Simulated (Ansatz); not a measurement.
Surface energy of faces of hcp Cd in PBE and in r2SCAN, in Ansatz (plane waves, PAW). Symmetric slabs relaxed with PBE from ideal cuts in 1x1 cells (the lowest computed cut and spin start of each face; real faces may reconstruct in larger cells); r2SCAN values are single points on them, with the bulk at the same level. No spin-orbit coupling, no U.

```csv
face,PBE (J/m²),r2SCAN (J/m²)
(0001),0.21,0.27
(10-10),0.31,0.48
(10-11),0.41,0.56
(10-12),0.38,0.48
(10-13),0.41,0.55
(11-20),0.51,0.71
(11-21),0.52,0.71
(11-22),0.46,0.64
(11-23),0.36,?
```

Fit a straight line y = a·x + b by least squares to the 8 complete rows (x: PBE (J/m²); y: r2SCAN (J/m²)).

the means are x̄ = 0.4012 and ȳ = 0.5500; Σ(x − x̄)² = 0.074888 and Σ(x − x̄)(y − ȳ) = 0.10320, so a = 1.378 and b = ȳ − a·x̄ = -0.003. The largest residual is 0.056.

What does the line predict for the withheld row, (11-23), and what did the calculation give?

the line gives 0.49; the calculation gave 0.46, a miss of -0.03, of the size of the fitted rows' scatter and rounding.

Ansatz is a quantum-chemistry and plane-wave program.
